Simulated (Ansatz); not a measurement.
Data:

End structure of a constructed model of the (0001) surface of hcp Ti, (√3x√3)R30° surface alloy, Pt on one Ti site of the top plane (bottom of the slab: a bare face, its two planes held):

```xyz
18
Lattice="4.4080 2.5449 0.0000 -4.4080 2.5449 0.0000 0.0000 0.0000 28.0000" Properties=species:S:1:pos:R:3 pbc="T T T"
Ti     1.4693     0.8483     8.2096
Ti     0.0000     3.3932     8.2096
Ti    -1.4693     0.8483     8.2096
Ti     0.0000     1.6966    10.5354
Ti     2.9386     1.6966    10.5354
Ti    -2.9386     1.6966    10.5354
Ti     1.4482     0.8605    12.8891
Ti     0.0000     3.3689    12.8891
Ti    -1.4482     0.8605    12.8891
Ti     0.0000     1.6966    15.2925
Ti     2.9386     1.6966    15.1834
Ti    -2.9386     1.6966    15.1834
Ti     1.4767     0.8441    17.5382
Ti     0.0000     3.4018    17.5382
Ti    -1.4767     0.8441    17.5382
Pt     0.0000     1.6966    19.7285
Ti     2.9386     1.6966    19.7807
Ti    -2.9386     1.6966    19.7807
```

Model: 18-atom slab, 11.6 Å thick at the start, 9x9x1 mesh, Fermi-Dirac 0.1 eV, dipole correction, 6 atoms held, the rest relaxed; held to the start's symmetry, so lower structures may exist; no spin, no spin-orbit, no U. It is one candidate, not shown to be the stable structure of the face.

### Question
Estimate the work function of the top face that PBE (Ansatz, a quantum-chemistry and plane-wave program) returns for this input.

### Answer
4.10 eV
